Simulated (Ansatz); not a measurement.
## HfO2: pressure 1.8 GPa

Take HfO₂ in the fluorite structure (space group Fm-3m, No. 225; a = 5.058 Å) as the base.

It is then changed as follows: cell and atoms relaxed at a pressure of 1.8 GPa.

The values are results of Ansatz (a quantum-chemistry and plane-wave program) r2SCAN, no spin-orbit coupling, not measurements. Settings: 11×11×11 k-points, 0.05 eV Fermi–Dirac smearing.

* **Volume per atom**: 10.72 Å³ (base 10.79 Å³)
* **Density**: 10.87 g/cm³ (base 10.80 g/cm³)
* **Lattice parameter a**: 5.047 Å (base 5.058 Å)
* **Shortest interatomic distance**: 2.186 Å (base 2.190 Å)
* **Enthalpy H = E + PV relative to the base's energy**: +0.12 eV/atom
* **Band gap**: 4.32 eV (base 4.30 eV)
* **Gap character**: direct at X (base direct at X)
* **Width of the top valence band**: 1.91 eV (base 1.90 eV)
* **Electron mass**: 1.2 mₑ along k, 0.76 mₑ across (at X) (base 1.1 mₑ along k, 0.76 mₑ across (at X))
* **Hole mass**: 0.28 mₑ along k, 2.9 mₑ across (at X) (base 0.28 mₑ along k, 2.9 mₑ across (at X))

With Hf present, leaving out spin-orbit coupling can change the band edges. Load acts through the strain it causes; cell and atoms are relaxed under it. Masses are band curvatures over ±0.01 Å⁻¹ around the edge. Along k means along the line from Γ to the band edge. Whether these cells are dynamically stable was not tested. This is not the structure that HfO2 has at room temperature and ambient pressure.
